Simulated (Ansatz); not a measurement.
Consider Pt-vacancy pair (Pt on one host Ru site, one Ru site vacant) in hcp Ru, neutral cell. Level of theory: PBE, PAW (plane waves to 420 eV; Ansatz, a program for electronic structure).

Settings: 36 host sites, the relaxed PBE lattice, a 2×2×2 k-point mesh shifted by half a step along c, smearing 0.10 eV, spin-restricted, no image-charge correction. Static, classical nuclei. Spin-orbit coupling is left out. Forms of the defect that were not tried may lie lower.

Barriers: single points on a 4×4×4 k-point mesh shifted by half a step along c at the bands' geometries (they differ from the bands' own by up to 0.10 eV, and are uncertain by about as much).

Relaxed starting cell (atoms counted from 1):

```xyz
35
Lattice="8.1642 0.0000 0.0000 -4.0821 7.0704 0.0000 0.0000 0.0000 8.5861" Properties=species:S:1:pos:R:3 pbc="T T T"
Pt    -0.0404     1.5556     1.1347
Ru    -0.0404     1.5561     5.3656
Ru    -1.3799     3.9460     1.0827
Ru    -1.3716     3.9245     5.3833
Ru    -2.7221     6.2708     1.0826
Ru    -2.7369     6.2894     5.3830
Ru     2.7406     1.5812     1.0880
Ru     2.7222     1.5843     5.3799
Ru     1.3724     3.9510     1.0883
Ru     1.3656     3.9342     5.3800
Ru    -0.0061     6.2888     1.0824
Ru    -0.0013     6.2921     5.3894
Ru     5.4278     1.5508     1.0896
Ru     5.4571     1.5529     5.3752
Ru     4.0640     3.9248     1.0863
Ru     4.0673     3.9275     5.3830
Ru     2.6897     6.2935     1.0895
Ru     2.7059     6.3173     5.3756
Ru     1.3863     0.7754     3.2547
Ru     1.3526     0.7889     7.5003
Ru    -0.0032     3.1813     3.2549
Ru    -0.0079     3.1454     7.5004
Ru    -1.3724     5.5005     3.2415
Ru    -1.3712     5.5011     7.5226
Ru     4.0613     0.7804     3.2405
Ru     4.0812     0.7918     7.5233
Ru     2.7171     3.1477     3.2345
Ru     2.7142     3.1458     7.5241
Ru     1.3385     5.4955     3.2404
Ru     1.3588     5.5069     7.5234
Ru     6.7873     0.7838     7.5170
Ru     5.4280     3.1620     3.2367
Ru     5.4366     3.1403     7.5283
Ru     4.0851     5.4883     3.2363
Ru     4.0707     5.5062     7.5287
```

End state 1 differs by these moves (Å; atoms that move under 0.08 Å are left out):

| atom | element | Δx | Δy | Δz |
|---|---|---|---|---|
| 1 | Pt | -1.30 | -0.75 | 2.05 |

### Question
What is the computed forward and backward barriers to end state 1 (PBE, PAW)?

### Answer
forward 2.11 eV, backward 2.11 eV; at the saddle point atom 1 has neighbours 4 Ru at 2.52, 4 Ru at 3.02, 2 Ru at 3.28 Å. The saddle point's order was not checked, and it lies on a symmetry element of the cell, where a band can be held.
